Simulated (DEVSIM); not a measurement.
Structure: illuminated Si n-on-p cell, one wavelength, with a back-surface field, at 350 K.

Layer 1 from the left is Si, thickness (μm) 0.330, Nd (cm⁻³) 1.7e19, τn (s) 1.8e-8, τp (s) 1.4e-8, absorption coefficient (cm⁻¹) 50000. Layer 2 from the left is Si, thickness (μm) 390, Na (cm⁻³) 3.7e15, τn (s) 1.4e-7, τp (s) 1.4e-7, absorption coefficient (cm⁻¹) 50000. Layer 3 from the left is Si, thickness (μm) 0.120, Na (cm⁻³) 1.7e18, τn (s) 1.4e-7, τp (s) 1.4e-7, absorption coefficient (cm⁻¹) 50000.

Left contact: ohmic, minority hole recombination velocity 20 cm/s. Right contact: ohmic, minority electron recombination velocity 1e5 cm/s. Voltage is applied to the left contact. Recombination: SRH at mid-gap, radiative, Auger. Gap narrowing is on: ΔEg = 6.92 meV × (l + √(l² + 0.5)), l = ln(N/1.3e17 cm⁻³), shared equally by both band edges. Light enters at the left, 4.6e17 photons cm⁻² s⁻¹, one pass, no reflection. Mobility is constant in doping.

Constants are typed, rounded textbook-type inputs, not results; the design itself was drawn at random and stands for no fabricated device. Values at 300 K; Nc and Nv go as T^1.5, mobilities as T to minus their exponent, the gap by Varshni's rule with the affinity fixed.

Si: gap (eV) 1.124, affinity (eV) 4.05, permittivity 11.7, Nc (cm⁻³) 2.86e19, Nv (cm⁻³) 3.1e19, μn (cm²/Vs) 1417, μp (cm²/Vs) 470, T exponent of μn 2.3, T exponent of μp 2.2, B (cm³/s) 4.7e-15, Cn (cm⁶/s) 2.8e-31, Cp (cm⁶/s) 9.9e-32, Varshni α (eV/K) 0.000473, Varshni β (K) 636.

Model (solved in DEVSIM): 1D drift-diffusion, Boltzmann statistics, complete ionisation; no tunnelling, impact ionisation, image-force lowering or self-heating.

### Question
What does the simulation give for the dark forward voltage at 1 A/cm², the open-circuit voltage, the fill factor?

### Answer
dark forward voltage at 1 A/cm² 0.675 V; open-circuit voltage 0.409 V; fill factor 0.72.
